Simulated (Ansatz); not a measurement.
For TiS₂ (model structure, started from the HfO2 type, Pca2₁, No. 29, 12 atoms in the cell), LDA (PAW; Ansatz, an electronic-structure program) gives:

| Property | Result |
|---|---|
| cohesive energy | 5.99 eV/atom |
| band gap | 0.16 eV |

### Question
What does PBEsol (Ansatz, PAW) give for the same quantities?

### Answer

- cohesive energy: 5.40 eV/atom (decreases by 0.59 eV/atom)
- band gap: 0.22 eV (goes up by 0.06 eV)

Changes are worked out from the printed values.

Unless a cell is named, each level is at its own relaxed cell (LDA 16.29, PBEsol 16.72 Å³/atom).

Density-functional gaps are differences of (generalised) Kohn–Sham levels.

Ansatz's density-functional and Hartree–Fock values are scalar-relativistic unless marked +SOC, with PAW data made under PBE.

A model structure was made by putting elements into a prototype or built by hand; it is no filed structure, need not be a known phase, and can be a saddle point held by its symmetry.
